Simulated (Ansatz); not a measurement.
Consider the following.

```yaml
crystal:
  lattice:
    - [3.61492, 0.00000, 0.00000]
    - [0.00000, 3.61492, 0.00000]
    - [0.00000, 0.00000, 20.11228]
  atoms:
    - { symbol: Cl, position: [0.25000, 0.75000, 0.37090] }
    - { symbol: Li, position: [0.75000, 0.25000, 0.37855] }
    - { symbol: Cl, position: [0.75000, 0.25000, 0.50000] }
    - { symbol: Li, position: [0.25000, 0.75000, 0.50000] }
    - { symbol: Cl, position: [0.25000, 0.75000, 0.62910] }
    - { symbol: Li, position: [0.75000, 0.25000, 0.62145] }
```

No spin polarisation.

Method: r2SCAN (Ansatz, an electronic-structure program), no spin-orbit coupling. k-mesh 9×9×1 (Γ-centred); smearing 0.05 eV (Fermi–Dirac). The cell is a slab with vacuum along z.

Question: Predict the band gap.

Answer: 6.63 eV.

Question: What is the computed smallest direct gap?

Answer: 6.72 eV.

Semilocal Kohn–Sham gaps tend to fall short of experiment. Stability against distortions was not tested. The cell was made from LiCl in the rock salt structure (space group Fm-3m, No. 225) by this change: a free-standing slab of 3 layers (6 atoms, 2 a layer) is cut normal to the z axis, with 15 Å of vacuum and the in-plane cell held at bulk.
